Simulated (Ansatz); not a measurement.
How a calculation on BaMg₆Cr (P1, 8 atoms in the cell) responds to its settings

```
BaMg6Cr
1.0
    5.18104     0.00000     0.00000
    0.00000     3.43466     6.04727
    0.00000    -3.43466     6.04727
Ba Mg Cr
1 6 1
Direct
  0.99675   0.82967   0.82910
  0.00362   0.35554   0.81034
  0.99839   0.81254   0.35229
  0.99947   0.33581   0.33558
  0.50511   0.21011   0.65253
  0.49679   0.65046   0.21264
  0.50045   0.16645   0.16257
  0.49940   0.63942   0.64495
```
Moments meant for the start (each program seeds them in its own way; μB, in the order of the atoms Ba Mg Mg Mg Mg Mg Mg Cr): 0.0 0.0 0.0 0.0 0.0 0.0 0.0 3.0.

Base run A: PBEsol, default PAW files made with PBE run with Ansatz (a quantum-chemistry and plane-wave program), self-consistent single point.

Its settings: kpoints.mp_grid.grid = 3 3 3; hamiltonian.xc = pbesol; hamiltonian.pseudopotentials = {kind: paw} (the program's default PAW files); magnetization.spin_polarized = true; scf.occupations.method = cold; scf.occupations.width = 0.2 eV.

The starting cell comes from a database of computed structures (which also holds hypothetical and non-ambient phases and stackings), without a prior relaxation at this level. Its atoms were displaced at random from the sites of space group no. 38. With one magnetic atom in the cell only a parallel order is possible. Ansatz's pressure includes its estimate of the finite-basis (Pulay) stress. Without a gap this mesh is coarse (it stands for a supercell whose shortest vector is 16 Å).

ΔF is the free energy per atom less that of run A. 

Run A gave: pressure (GPa) -1.16; largest force (eV/Å) 0.132; size of the net moment (μB/atom) 0.54; TS (meV/atom) 1.3.

Runs:
- B: scf.occupations.width = 0.002 eV
- C: scf.occupations.width = 0.01 eV
- D: scf.occupations.width = 0.025 eV
- E: scf.occupations.width = 0.05 eV
- F: scf.occupations.width = 0.1 eV
- G: scf.occupations.width = 0.15 eV
- H: scf.occupations.width = 0.3 eV
- I: scf.occupations.width = 0.5 eV
- J: scf.occupations.width = 0.8 eV

Question: What does run F change against A?

Answer: The free energy stays essentially unchanged (within 1 meV/atom), the pressure hardly changes (-1.16 to -1.17 GPa), the largest force goes from 0.132 to 0.123 eV/Å and the size of the net moment moves little (0.54 to 0.53 μB/atom).

Question: What does run D change against A?

Answer: The free energy is nearly the same (within 1 meV/atom), the pressure hardly changes (-1.16 to -1.18 GPa), the largest force goes from 0.132 to 0.115 eV/Å and the size of the net moment goes from 0.54 to 0.51 μB/atom.

Question: What does run J change against A?

Answer: The free energy falls by 2.4 meV/atom, the pressure moves little (-1.16 to -1.17 GPa), the largest force goes from 0.132 to 0.118 eV/Å and the size of the net moment moves little (0.54 to 0.56 μB/atom).

```json
[
 {"run": "A", "ΔF (meV/atom)": "0.00", "pressure (GPa)": "-1.16", "largest force (eV/Å)": "0.132", "size of the net moment (μB/atom)": "0.54", "TS (meV/atom)": "1.3"},
 {"run": "B", "ΔF (meV/atom)": "0.27", "pressure (GPa)": "-1.18", "largest force (eV/Å)": "0.114", "size of the net moment (μB/atom)": "0.51", "TS (meV/atom)": "0.0"},
 {"run": "C", "ΔF (meV/atom)": "0.26", "pressure (GPa)": "-1.18", "largest force (eV/Å)": "0.114", "size of the net moment (μB/atom)": "0.51", "TS (meV/atom)": "0.0"},
 {"run": "D", "ΔF (meV/atom)": "0.25", "pressure (GPa)": "-1.18", "largest force (eV/Å)": "0.115", "size of the net moment (μB/atom)": "0.51", "TS (meV/atom)": "0.0"},
 {"run": "E", "ΔF (meV/atom)": "0.46", "pressure (GPa)": "-1.18", "largest force (eV/Å)": "0.112", "size of the net moment (μB/atom)": "0.51", "TS (meV/atom)": "-0.5"},
 {"run": "F", "ΔF (meV/atom)": "0.60", "pressure (GPa)": "-1.17", "largest force (eV/Å)": "0.123", "size of the net moment (μB/atom)": "0.53", "TS (meV/atom)": "0.4"},
 {"run": "G", "ΔF (meV/atom)": "0.31", "pressure (GPa)": "-1.16", "largest force (eV/Å)": "0.132", "size of the net moment (μB/atom)": "0.54", "TS (meV/atom)": "0.9"},
 {"run": "H", "ΔF (meV/atom)": "-0.73", "pressure (GPa)": "-1.16", "largest force (eV/Å)": "0.128", "size of the net moment (μB/atom)": "0.55", "TS (meV/atom)": "2.2"},
 {"run": "I", "ΔF (meV/atom)": "-2.4", "pressure (GPa)": "-1.15", "largest force (eV/Å)": "0.122", "size of the net moment (μB/atom)": "0.54", "TS (meV/atom)": "4.7"},
 {"run": "J", "ΔF (meV/atom)": "-2.4", "pressure (GPa)": "-1.17", "largest force (eV/Å)": "0.118", "size of the net moment (μB/atom)": "0.56", "TS (meV/atom)": "-7.7"}
]
```

Keys are those of Ansatz 0.2.
